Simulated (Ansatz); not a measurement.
An Ansatz (an electronic-structure program) input (r2SCAN/PAW in Ansatz, no SOC, earlier PAW set):

Ansatz 0.2 input:
```yaml
crystal:
  lattice:
    - [2.9125732375, 0, 0]
    - [-1.4562866187, 2.522362414, 0]
    - [0, 0, 2.8367038784]
  atoms:
    - { symbol: W, position: [0, 0, 0] }
    - { symbol: C, position: [0.6666666667, 0.3333333333, 0.5] }
basis: { ecutwfc: 500, ecutrho_ratio: 4, xc_grid: 4, fft_grid_basis: typed }
kpoints: { mp_grid: { grid: [18, 18, 16] } }
hamiltonian:
  xc: r2scan
  dispersion: none
  pseudopotentials: { azcp: { folder: ./paw }, kind: paw }
scf: { occupations: { method: fermi_dirac, width: 0.05 }, convergence: { dr2_threshold: 0.0000000002 } }
output: { forces: true, stress: true }
```

Task: Which symmetry and how many k-points will the program report, and about how many plane waves at Γ?

Result: Space group P-6m2 (ITA 187) with 12 operations, k-points 333 of 5184, and 539 plane waves at Γ.

No phonon test of stability was made. All final runs are without spin polarisation. The cell is WC (space group P-6m2, No. 187).
